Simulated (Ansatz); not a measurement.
## Ba2MgH6 (space group P-3m1, No. 164; a cell from a computed database, its experimental status unchecked)

Ba2MgH6 is modelled in the trigonal space group P-3m1 (No. 164), Pearson symbol hP9. Conventional cell: a = b = 5.610 Å, c = 4.454 Å, α = β = 90.00°, γ = 120.00°. Ba on 2d has 12 H at 2.694–2.811 Å (anticuboctahedral). Mg on 1a is coordinated by 6 H at 1.968 Å (octahedral). H on 6i is surrounded by 1 Mg at 1.968 Å and 4 Ba at 2.694–2.811 Å. (Neighbours: up to the widest gap in distance over summed covalent radii, below 1.35, at either atom; cation-cation and far metal-metal contacts left out.)

Calculations: DFT with PBEsol, PAW potentials and a 420 eV plane-wave cutoff in Ansatz (an electronic-structure program), no spin-orbit coupling. k-mesh 7×7×8 (Γ-centred); smearing 0.05 eV (Fermi–Dirac).

```json
{
  "volume_per_atom": "13.49 Å³",
  "density": "4.17 g/cm³",
  "band_gap": "2.71 eV, indirect, k = (0, 0.286, 0) in the run's primitive reciprocal basis → Γ",
  "electron_mass": "0.50 mₑ along c, 0.36 mₑ across",
  "total_energy": "-1526.176 eV/atom (σ→0; compares only within this code and set-up)"
}
```

Effective masses come from finite differences of ±0.01 Å⁻¹. Whether these cells are dynamically stable was not tested.
